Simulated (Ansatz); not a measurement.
Relaxation of the atoms of Fe3Sb (P6_3/mmc, 8 atoms in the cell) at several settings

```yaml
crystal:
  lattice:
    - [5.49380, 0.00000, 0.00000]
    - [-2.74690, 4.75777, 0.00000]
    - [0.00000, 0.00000, 4.35953]
  atoms:
    - { symbol: Fe, position: [0.30447, 0.15224, 0.75000], spin: 4.0 }
    - { symbol: Fe, position: [0.69553, 0.84776, 0.25000], spin: 4.0 }
    - { symbol: Fe, position: [0.15224, 0.30447, 0.25000], spin: 4.0 }
    - { symbol: Fe, position: [0.84776, 0.69553, 0.75000], spin: 4.0 }
    - { symbol: Fe, position: [0.84776, 0.15224, 0.75000], spin: 4.0 }
    - { symbol: Fe, position: [0.15224, 0.84776, 0.25000], spin: 4.0 }
    - { symbol: Sb, position: [0.66667, 0.33333, 0.25000] }
    - { symbol: Sb, position: [0.33333, 0.66667, 0.75000] }
```
(The spins are starting values, not results.)

Base: PBEsol, PAW files made with PBE run with Ansatz (an electronic-structure program). Its settings: kpoints.mp_grid.grid = 5 5 5; hamiltonian.xc = pbesol; hamiltonian.pseudopotentials = {kind: paw} (the program's default PAW files); magnetization.spin_polarized = true; scf.occupations.method = cold; scf.occupations.width = 0.2 eV. Starting volume 14.24 Å³ per atom.

Each line gives the change from the base single point and the result:

- atoms moved at random; scf.convergence.dr2_threshold: default (1e-07 eV) → 0.001 eV; relax: default → atoms; relax.f_tol: default → 0.03 eV/Å: pressure -6.19 GPa; largest force (vector length) 0.015 eV/Å; relaxation steps 3; free energy against the base single point -2.7 meV/atom.
- atoms moved at random; relax: default → atoms; relax.f_tol: default → 0.005 eV/Å: pressure -6.25 GPa; largest force (vector length) 0.004 eV/Å; relaxation steps 4; free energy against the base single point -2.7 meV/atom.
- relax: default → atoms: pressure -6.24 GPa; relaxation steps 4; free energy against the base single point -2.7 meV/atom.

The starting cell comes from a database of computed structures (which also holds hypothetical and non-ambient phases and stackings), without a prior relaxation at this level. The magnetic order is the one reached from the typed start; others were not searched systematically. Ansatz's pressure includes its estimate of the finite-basis (Pulay) stress.

Keys are those of Ansatz 0.2.
